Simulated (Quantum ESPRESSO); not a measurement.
Parameter sweep on Ca (Fm-3m, 1 atom in the cell)

```
CELL_PARAMETERS angstrom
     -2.83330     0.00000     2.83330
      0.00000     2.83330     2.83330
     -2.83330     2.83330     0.00000
ATOMIC_POSITIONS crystal
  Ca 0.00000 0.00000 0.00000
```

Base run A: PBE, SSSP 1.1.2 precision (PBE) pseudopotentials in Quantum ESPRESSO, self-consistent single point.

Its settings: ecutwfc = 50 Ry; ecutrho = 400 Ry; occupations = smearing; smearing = gaussian; degauss = 0.019992 Ry; potentials = {Ca: Ca_pbe_v1.uspp.F.UPF}; K_POINTS = automatic 10 10 10 0 0 0; conv_thr = 1e-09 Ry; mixing_beta = 0.3.

The starting cell comes from a database of computed structures (which also holds hypothetical and non-ambient phases and stackings), without a prior relaxation at this level. Its lattice was rescaled by a random factor within 2.5 % of one.

ΔF is the free energy per atom less that of run A. 

Run A gave: pressure (GPa) -1.16; TS (meV/atom) 45.2; k-points 47.

Runs:
- B: degauss, K_POINTS = 0.002205 Ry, automatic 7 7 7 0 0 0
- C: degauss, K_POINTS = 0.0073499 Ry, automatic 7 7 7 0 0 0
- D: degauss, K_POINTS = 0.02205 Ry, automatic 7 7 7 0 0 0
- E: degauss, K_POINTS = 0.002205 Ry, automatic 8 8 8 0 0 0
- F: degauss, K_POINTS = 0.0073499 Ry, automatic 8 8 8 0 0 0
- G: degauss, K_POINTS = 0.02205 Ry, automatic 8 8 8 0 0 0
- H: degauss, K_POINTS = 0.002205 Ry, automatic 10 10 10 0 0 0
- I: degauss, K_POINTS = 0.0073499 Ry, automatic 10 10 10 0 0 0
- J: degauss, K_POINTS = 0.02205 Ry, automatic 10 10 10 0 0 0
- K: degauss, K_POINTS = 0.002205 Ry, automatic 11 11 11 0 0 0
- L: degauss, K_POINTS = 0.0073499 Ry, automatic 11 11 11 0 0 0
- M: degauss, K_POINTS = 0.02205 Ry, automatic 11 11 11 0 0 0

Task: What does run E change against A?

Result: The free energy goes up by 26.3 meV/atom and the pressure hardly changes (-1.16 to -1.21 GPa).

Task: What does run J change against A?

Result: The free energy falls by 4.9 meV/atom and the pressure moves little (-1.16 to -1.15 GPa).

Task: What does run I change against A?

Result: The free energy goes up by 20.1 meV/atom and the pressure hardly changes (-1.16 to -1.19 GPa).

```
run  ΔF (meV/atom)  pressure (GPa)  TS (meV/atom)  k-points
---  -------------  --------------  -------------  --------
A             0.00           -1.16           45.2        47
B             16.4           -1.12            0.0        20
C             15.5           -1.14            4.1        20
D             -8.1           -1.16           52.6        20
E             26.3           -1.21            1.2        29
F             21.9           -1.17            8.8        29
G             -4.0           -1.14           53.7        29
H             23.0           -1.20            0.7        47
I             20.1           -1.19            6.3        47
J             -4.9           -1.15           54.5        47
K             25.0           -1.19            1.1        56
L             21.0           -1.17            7.6        56
M             -4.4           -1.15           54.7        56
```
